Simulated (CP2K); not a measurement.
A self-consistent single point of LaSi2Au2 (I4/mmm, 5 atoms in the cell) with CP2K.

Level of theory: LDA (Pade form), GPW, DZVP-MOLOPT-SR-GTH basis, GTH-PADE potentials (GTH_POTENTIALS) in CP2K 2026.2.

```xyz
5
Lattice="5.9624 0.0000 0.0000 2.7393 5.2959 0.0000 -4.3509 -2.6479 3.0998" Properties=species:S:1:pos:R:3 pbc="T T T"
La     0.0000     0.0000     0.0000
Si     5.3587     3.2613     0.0000
Si     3.3430     2.0346     0.0000
Au     2.9812     0.0000     1.5499
Au     1.3697     2.6479     1.5499
```

Reference input (self-consistent single point, DFT PBEsol, GPW, DZVP-MOLOPT-SR-GTH basis, GTH-PBE potentials (GTH_POTENTIALS)): CUTOFF = 500 Ry; REL_CUTOFF = 50 Ry; SMEAR/METHOD = MARZARI_VANDERBILT; SIGMA = 0.136 eV; KPOINTS/SCHEME = MONKHORST-PACK 6 6 6; GAMMA_CENTERED = T; XC_FUNCTIONAL = PBE:PBESOL; La/BASIS_SET = DZVP-MOLOPT-SR-GTH-q11; La/POTENTIAL = GTH-PBE-q11; Si/BASIS_SET = DZVP-MOLOPT-SR-GTH-q4; Si/POTENTIAL = GTH-PBE-q4; Au/BASIS_SET = DZVP-MOLOPT-SR-GTH-q11. This run's input differs from it in these lines:

```diff
@@ -44,6 +44,3 @@
     &XC
-      &XC_FUNCTIONAL
-        &PBE
-          PARAMETRIZATION PBESOL
-        &END PBE
+      &XC_FUNCTIONAL PADE
       &END XC_FUNCTIONAL
@@ -82,3 +79,3 @@
       BASIS_SET DZVP-MOLOPT-SR-GTH-q11
-      POTENTIAL GTH-PBE-q11
+      POTENTIAL GTH-PADE-q11
     &END KIND
@@ -86,3 +83,3 @@
       BASIS_SET DZVP-MOLOPT-SR-GTH-q4
-      POTENTIAL GTH-PBE-q4
+      POTENTIAL GTH-PADE-q4
     &END KIND
@@ -90,3 +87,3 @@
       BASIS_SET DZVP-MOLOPT-SR-GTH-q11
-      POTENTIAL GTH-PBE-q11
+      POTENTIAL GTH-PADE-q11
     &END KIND
```

The program printed (abridged):

```
 SCF WAVEFUNCTION OPTIMIZATION

  Step     Update method      Time    Convergence         Total energy    Change
     1 NoMix/Diag. 0.30E+00      -     1.11858537      -106.8081475012 -1.07E+02
     2 Broy./Diag. 0.30E+00      -     0.21681614      -110.0557590109 -3.25E+00
     3 Broy./Diag. 0.30E+00      -     0.03404375      -107.2539886148  2.80E+00
     4 Broy./Diag. 0.30E+00      -     0.03199343      -106.5515134803  7.02E-01
     5 Broy./Diag. 0.30E+00      -     0.00638330      -106.3510890101  2.00E-01
     6 Broy./Diag. 0.30E+00      -     0.00151814      -106.4038899504 -5.28E-02
   [... 4 lines left out ...]
    11 Broy./Diag. 0.30E+00      -     0.00000894      -106.3930974692  3.49E-04
    12 Broy./Diag. 0.30E+00      -     0.00000091      -106.3931141298 -1.67E-05
    13 Broy./Diag. 0.30E+00      -     0.00000047      -106.3931151382 -1.01E-06
    14 Broy./Diag. 0.30E+00      -     0.00000003      -106.3931157888 -6.51E-07
  *** SCF run converged in    14 steps ***

  Overlap energy of the core charge distribution:               0.00000000256825
  Self energy of the core charge distribution:               -200.02354029965659
  Core Hamiltonian energy:                                     52.91555353373327
  Hartree energy:                                              57.87819286067931
  Exchange-correlation energy:                                -17.16326397461735
  Smearing free energy correction:                             -0.00005791142217
  Fermi energy:                                                 0.36064013363674

  Total energy:                                              -106.39311578876575

                     Mulliken Population Analysis

 #  Atom  Element  Kind  Atomic population                           Net charge
   [... lines left out ...]

 STRESS| Analytical stress tensor [bar]
 STRESS|                        x                   y                   z
 STRESS|      x       -3.17954357458E+04   3.43987581910E+02   2.07575541260E-01
 STRESS|      y        3.43987581910E+02  -3.21516941744E+04  -4.83529305800E-02
 STRESS|      z        2.07575541260E-01  -4.83529305800E-02  -3.23614092220E+04
 STRESS| 1/3 Trace                                            -3.21028463807E+04
```

The run converged in 14 iterations. Against the reference run the pressure goes from 0.38 to -3.21 GPa and the largest force goes from 0.041 to 0.008 eV/Å.

The starting cell comes from a database of computed structures (which also holds hypothetical and non-ambient phases and stackings), without a prior relaxation at this level. Values carry the incompleteness of an atom-centred basis. With a pressure of about -3 GPa the cell is away from its equilibrium volume at this level.

Cost on one core of a shared machine: roughly 70 s.
